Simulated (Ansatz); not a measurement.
**Ag under a change: x(Cd) = 0.667, 3 atoms, P-3m1**

Take Ag in the fcc (Cu type) structure (space group Fm-3m, No. 225; a = 4.105 Å) as the base.

The other end (x = 1) is Cd in the fcc (Cu type) structure (space group Fm-3m, No. 225; a model cell, its experimental status unchecked): 21.71 Å³/atom, gap zero; this end may not be an ambient phase.

Now apply this change: a fraction x = 0.667 of the Ag sites is given to Cd, ordered in a cell of 3 atoms (starting symmetry P-3m1) and fully relaxed.

The values are results of Ansatz (a first-principles code), r2SCAN, PAW, cutoff 500 eV, without spin-orbit coupling, not measurements. Settings: 18×18×7 k-points, 0.05 eV Fermi–Dirac smearing, for the changed cell.

| quantity | base | changed | shift |
|---|---|---|---|
| volume per atom | 17.30 Å³ | 19.63 Å³ | +2.33 Å³ |
| density | 10.36 g/cm³ | 9.38 g/cm³ | -0.98 g/cm³ |
| shortest interatomic distance | 2.903 Å | 2.947 Å | +0.044 Å |
| band gap | zero | zero | – |
| mixing energy (to 0.01 eV only: unlike meshes or grids) (against an end that may be hypothetical) | – | -0.03 eV/atom | – |
| deviation of the volume from the linear (Vegard-type) interpolation | – | -3.0 % | – |

Cost of the whole job for the changed cell (relaxation, final SCF and bands): roughly 7 core-minutes.

Each cell is one ordered arrangement of few atoms, which overstates ordering effects compared with a random alloy. Whether these cells are dynamically stable was not tested. This is not the structure that Cd has at room temperature and ambient pressure.
